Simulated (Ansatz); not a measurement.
Start from Ti in the hcp (Mg type) structure (space group P6_3/mmc, No. 194).

```
Ti
1.0
    2.93591     0.00000     0.00000
   -1.46796     2.54258     0.00000
    0.00000     0.00000     4.63642
Ti
2
Direct
  0.33333   0.66667   0.75000
  0.66667   0.33333   0.25000
```

Cartesian axes are those of the cell as printed.

Method: r2SCAN (Ansatz, a quantum-chemistry and plane-wave program; PAW; 500 eV plane waves; spin-orbit coupling left out).

Before the change:

The shortest interatomic distance comes out as 2.872 Å and the band gap comes out as zero.

One thing is altered: uniaxial stress, 1 GPa tension along z; all other stress components relax to zero.

Question: How does this affect the energy relative to the base, shortest interatomic distance and band gap?

Answer: The energy goes up by 0.4 meV/atom; the shortest interatomic distance goes up by 0.011 Å (2.872 Å → 2.883 Å); the band gap is still zero.

Without a gap, meshes like the base's 18×18×10 leave anisotropic stresses uncertain by several tenths of a GPa, and small strain energies with them. Load acts through the strain it causes; cell and atoms are relaxed under it. Stability under load was not tested beyond the relaxation. The final runs are not spin-polarised.
